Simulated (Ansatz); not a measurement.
System: L1₀ (CuAu-type) CuAu. Method: r²SCAN-D4 (plane waves, PAW; Ansatz, an electronic-structure program).

Run with plane-wave cutoff 560 eV, 20×20×16 k mesh (along the axes of the cell as run), Fermi–Dirac smearing 0.05 eV, no spin polarisation, scalar-relativistic PAW data made under PBE.

Equation-of-state points:

```json
[
 {"V (Å³/atom)": "13.796", "E − E_lowest (meV/atom)": "12.76"},
 {"V (Å³/atom)": "14.083", "E − E_lowest (meV/atom)": "3.04"},
 {"V (Å³/atom)": "14.371", "E − E_lowest (meV/atom)": "0.00"},
 {"V (Å³/atom)": "14.658", "E − E_lowest (meV/atom)": "2.83"},
 {"V (Å³/atom)": "14.946", "E − E_lowest (meV/atom)": "10.82"}
]
```

Task: What bulk modulus B0 and pressure derivative B′ does a third-order Birch–Murnaghan fit give?

Result: V0 = 14.370 Å³/atom, B0 = 164 GPa, B′ = 5.4 (fit to the energies at full precision).

Shape and atoms are relaxed at each volume.

Note: the bulk modulus comes from volumes at which shape and atoms were relaxed.

Spin–orbit coupling is not included; it can shift volumes and moduli of such heavy elements.

Static lattice: no zero-point or thermal effects.

It cost around 23 core-minutes (rough) of CPU time.
